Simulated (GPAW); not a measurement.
GPAW run on TiB2 (P6/mmm, 3 atoms in the cell): self-consistent single point.

Method of the run: RPBE, real-space grid, GPAW PAW datasets RPBE (gpaw-data 1.0.1) (GPAW 25.7.0).

```xyz
3
Lattice="3.0852 0.0000 0.0000 -1.5426 2.6719 0.0000 0.0000 0.0000 3.2921" Properties=species:S:1:pos:R:3 pbc="T T T"
Ti     0.0000     0.0000     0.0000
B      0.0000     1.7813     1.6460
B      1.5426     0.8906     1.6460
```

Reference input (self-consistent single point, DFT PBE, real-space grid, GPAW PAW datasets PBE (gpaw-data 1.0.1)): mode = fd; h = 0.18 Å; xc = PBE; kpts = 8 8 7; mesh shift (steps) = 0.5 0.5 0.5; occupations.name = methfessel-paxton; occupations.width = 0.1 eV; occupations.order = 0; nbands = -7; convergence.density = 1e-05 e/electron; symmetry.symmorphic = false; symmetry.tolerance = 0.0005. This run's input differs from it in these lines:

```diff
@@ -15,3 +15,3 @@
             h=0.18,
-            xc='PBE',
+            xc='RPBE',
             kpts=monkhorst_pack((8, 8, 7)) + [0, 0, 0.5 / 7],
```

Its files differ too (potentials: GPAW PAW datasets RPBE (gpaw-data 1.0.1)).

The program printed (abridged):

```
     iter     time        total  log10-change:
                         energy   eigst   dens
iter:   1 --:--:--   -23.569825
iter:   2 --:--:--   -23.122737   -0.27  -1.05
iter:   3 --:--:--   -22.017834   -0.11  -1.11
iter:   4 --:--:--   -21.985661   -1.31  -1.69
iter:   5 --:--:--   -22.008815   -1.54  -1.61
iter:   6 --:--:--   -22.000514   -1.80  -2.03
iter:   7 --:--:--   -22.002231c  -2.04  -2.49
iter:   8 --:--:--   -22.000106c  -2.61  -2.24
iter:   9 --:--:--   -22.000112c  -3.24  -3.43
iter:  10 --:--:--   -22.000173c  -3.61  -3.57
iter:  11 --:--:--   -22.000134c  -4.09  -3.36
   [... 5 lines left out ...]
iter:  17 --:--:--   -22.000120c  -6.36  -4.52
iter:  18 --:--:--   -22.000120c  -6.82  -4.65
iter:  19 --:--:--   -22.000120c  -7.17  -4.71
iter:  20 --:--:--   -22.000120c  -7.35  -4.78
iter:  21 --:--:--   -22.000120c  -7.63c -4.81
iter:  22 --:--:--   -22.000120c  -7.57c -4.84
iter:  23 --:--:--   -22.000120c  -7.79c -5.17c
Converged after 23 iterations.

Dipole moment: (-0.258014, -0.446893, -0.713316) |e|*Ang

Energy contributions relative to reference atoms: (reference = -24570.741124)

Kinetic:        +14.685041
Potential:      -14.533685
External:        +0.000000
XC:             -22.295982
Entropy (-ST):   -0.002420
Local:           +0.145715
SIC:             +0.000000
--------------------------
Free energy:    -22.001330
Extrapolated:   -22.000120

Showing only first 2 kpts
 Kpt  Band  Eigenvalues  Occupancy
  0     7      8.43978    2.00000
  0     8      9.54095    2.00000
  0     9     12.44835    0.00000
  0    10     12.58862    0.00000

  1     7      8.78425    2.00000
  1     8     10.74943    1.99934
  1     9     11.64664    0.00000
  1    10     11.87278    0.00000

Fermi level: 10.99015

No gap
No difference between direct/indirect transitions
Energy (eV): -22.00012

Forces in eV/Ang:
  0 Ti   -0.00000   -0.00000    0.00000
  1 B     0.00000    0.00000    0.00000
  2 B     0.00000    0.00000    0.00000
```

The run converged in 23 iterations. 

The starting cell comes from a database of computed structures (which also holds hypothetical and non-ambient phases and stackings), without a prior relaxation at this level. Its lattice was rescaled by a random factor within 2.5 % of one. Spin polarisation is off.

Cost on one core of a shared machine: roughly 3 min.
